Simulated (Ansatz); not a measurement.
Calculation: PBE (plane waves to 420 eV, PAW; Ansatz, a quantum-chemistry and plane-wave program).

Electrostatic potential energy of an electron, averaged over planes parallel to the surface, in eV from the Fermi level, for a constructed model of the (0001) surface of hcp Zr (in the relaxation 1 Zr–Zr bonds formed), a layer of Rh in place of the second plane (bottom of the slab: a bare face, its two planes held):

```
z (Å)  V (eV)
-----  ------
3.77     4.18
4.06     4.18
4.35     4.17
4.64     4.16
4.93     4.14
5.22     4.10
5.51     4.02
5.80     3.87
6.09     3.60
6.38     3.11
6.67     2.24
6.96     0.72
7.25    -1.95
7.54    -6.91
7.83   -13.53
8.12   -17.73
8.41   -17.04
8.70   -11.80
8.99    -5.07
9.28    -1.02
9.57    -0.05
9.86    -1.78
10.15   -6.81
10.44  -13.57
10.73  -17.65
11.02  -16.71
11.31  -11.29
11.60   -4.69
11.89   -0.92
12.18   -0.05
12.47   -1.75
12.76   -6.62
13.05  -13.33
13.34  -17.51
13.63  -16.76
13.92  -11.49
14.21   -4.87
14.50   -1.03
14.79   -0.21
15.08   -2.05
15.37   -7.16
15.66  -13.89
15.95  -17.87
16.24  -16.81
16.53  -11.34
16.82   -4.98
17.11   -1.96
17.40   -3.71
17.69  -10.14
17.98  -15.79
18.27  -16.75
18.56  -12.71
18.85   -6.93
19.14   -5.56
19.43  -10.47
19.72  -16.18
20.01  -18.24
20.30  -15.18
20.59   -8.77
20.88   -3.07
21.17    0.01
21.46    1.69
21.75    2.64
22.04    3.17
22.33    3.46
22.62    3.62
22.91    3.71
23.20    3.75
23.49    3.78
23.78    3.79
24.07    3.80
24.36    3.80
```

Model: 6-atom slab, 12.5 Å thick at the start, 13x13x1 mesh, Fermi-Dirac 0.1 eV, dipole correction, 2 atoms held, the rest relaxed; symmetry of the start imposed; no spin, no spin-orbit, no U. It is one candidate, not shown to be the stable structure of the face.

### Question
The surface cell has an area of 9.05 Å². What dipole along the normal does the step between the two vacuum levels imply?

### Answer
the top vacuum level lies 0.38 eV below the bottom one; p = −ε₀ A ΔV (ε₀ = 0.005526 e/(V·Å)) gives 0.02 e·Å a cell.
